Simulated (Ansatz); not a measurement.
Cost and result by functional for the adsorption energy of CH3 on graphene, one in a 3x3 cell, started at the site 'top C', in Ansatz (plane waves, PAW). Single points on the PBE structure, on one kind of machine; costs are rough ratios of the slab run's core time (references not counted) to the cheapest single point. r2SCAN's cost holds its higher cutoff (500 against 420 eV). Differences are taken against r2SCAN for comparison alone: no measured value is at hand, so the table doesn't rank accuracy.

Slab: 22 atoms; k 4x4x1, smearing 0.05 eV, dipole-corrected; 1 atoms held, the rest relaxed; no symmetry held; spin-polarised, no spin-orbit, no U, no dispersion correction. At the end it is bonded to C. In PBE it is, or lies within 0.03 eV of, the lowest of the starts that converged. These notes are the PBE run's. r2SCAN: The program's check for a lower electronic state was not made. Adsorption energies are against CH4(g) − ½ H2(g). A negative adsorption energy means that the adsorbate is more stable on the surface than in its reference.

```json
[
 {"functional": "RPBE", "relative cost": "1", "adsorption energy (eV)": "2.43", "less r2SCAN (eV)": "0.34"},
 {"functional": "r2SCAN", "relative cost": "2", "adsorption energy (eV)": "2.09", "less r2SCAN (eV)": "0.00"},
 {"functional": "PBE (the relaxed run's value)", "relative cost": "–", "adsorption energy (eV)": "2.26", "less r2SCAN (eV)": "0.17"}
]
```

The values span 0.34 eV, while the single points' costs differ by a factor of roughly 2. Differences are of unrounded values.

Ansatz is an electronic-structure program.
